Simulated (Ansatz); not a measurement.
**The (10-10) surface of hcp Lu in its 1x1 cell, outermost plane spacing 1.01 Å in the ideal cut**

Level of theory: r2SCAN, at the PBE geometry (plane waves to 500 eV, PAW; Ansatz, a program for electronic structure).

Slab: 8 atoms, 10.1 Å thick at the start (thin: gaps and levels are the slab's own); k 11x7x1, smearing 0.1 eV, dipole-corrected; single point; on the structure that PBE left under its start's symmetry; no spin, no spin-orbit, no U.

| Property | Value |
|---|---|
| surface energy (mean of both faces) | 1.18 J/m² |
| work function of the top face | 3.51 eV |
| cost | around 7 core-minutes (rough) |
